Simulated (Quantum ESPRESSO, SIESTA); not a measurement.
A Quantum ESPRESSO input for a self-consistent single point of Cu2O (Pn-3m, 6 atoms in the cell) (DFT, PBE, plane waves, PSlibrary PAW (PBE) pseudopotentials):

```fortran
&control
    calculation = 'scf'
    prefix = 'pwscf'
    outdir = './tmp/'
    pseudo_dir = './'
    tprnfor = .true.
    tstress = .true.
/
&system
    ibrav = 1
    A = 4.1617660000
    nat = 6
    ntyp = 2
    ecutwfc = 55
    ecutrho = 330
    occupations = 'fixed'
    nbnd = 32
/
&electrons
    conv_thr = 1.0d-10
/
ATOMIC_SPECIES
Cu    63.5460  Cu.pbe-dn-kjpaw_psl.1.0.0.UPF
O     15.9990  O.pbe-n-kjpaw_psl.0.1.UPF
ATOMIC_POSITIONS crystal
Cu    0.2500000000    0.2500000000    0.7500000000
Cu    0.2500000000    0.7500000000    0.2500000000
Cu    0.7500000000    0.7500000000    0.7500000000
Cu    0.7500000000    0.2500000000    0.2500000000
O     0.5000000000    0.5000000000    0.5000000000
O     0.0000000000    0.0000000000    0.0000000000
K_POINTS automatic
6 6 6  0 0 0
```

Q: Give the SIESTA input for the same structure, mesh, smearing and functional.

A: One input that does it (others would too):

```
# files in the folder: Cu.psml O.psml (PseudoDojo PBE standard)
SystemName  Cu2O
SystemLabel siesta

NumberOfAtoms                6
NumberOfSpecies              2
%block ChemicalSpeciesLabel
  1 29 Cu
  2 8 O
%endblock ChemicalSpeciesLabel
LatticeConstant              1.0 Ang
%block LatticeVectors
     4.161766000    0.000000000    0.000000000
     0.000000000    4.161766000    0.000000000
     0.000000000    0.000000000    4.161766000
%endblock LatticeVectors
AtomicCoordinatesFormat      Fractional
%block AtomicCoordinatesAndAtomicSpecies
     0.250000000    0.250000000    0.750000000  1
     0.250000000    0.750000000    0.250000000  1
     0.750000000    0.750000000    0.750000000  1
     0.750000000    0.250000000    0.250000000  1
     0.500000000    0.500000000    0.500000000  2
     0.000000000    0.000000000    0.000000000  2
%endblock AtomicCoordinatesAndAtomicSpecies

XC.functional                GGA
XC.authors                   PBE
PAO.BasisSize                DZP
PAO.EnergyShift              0.01 Ry
MeshCutoff                   350 Ry
%block kgrid.MonkhorstPack
    6   0   0  0.0
    0   6   0  0.0
    0   0   6  0.0
%endblock kgrid.MonkhorstPack
OccupationFunction           FD
ElectronicTemperature        10 K

MaxSCFIterations             150
SCF.Mixer.Method             Pulay
SCF.Mixer.Weight             0.25
SCF.Mixer.History            8
SCF.DM.Tolerance             1.0E-05
Diag.ParallelOverK           true
WriteForces                  true
```

Basis settings and potentials, where a program has them, do not carry over. This input uses DFT, GGA PBE, numerical atomic orbitals DZP, PseudoDojo PBE standard norm-conserving potentials (rewritten from UPF to PSML). Both were run: pressure 13.59 GPa in Quantum ESPRESSO and 12.72 in SIESTA; gap on the mesh 0.706 eV in Quantum ESPRESSO and 0.620 in SIESTA.

On SIESTA: the starting cell comes from a database of computed structures (which also holds hypothetical and non-ambient phases and stackings), without a prior relaxation at this level. Its lattice was rescaled by a random factor within 2.5 % of one. Values carry the incompleteness of an atom-centred basis. With a pressure of about 13 GPa the cell is away from its equilibrium volume at this level.

On Quantum ESPRESSO: the starting cell comes from a database of computed structures (which also holds hypothetical and non-ambient phases and stackings), without a prior relaxation at this level. Its lattice was rescaled by a random factor within 2.5 % of one. With a pressure of about 14 GPa the cell is away from its equilibrium volume at this level.
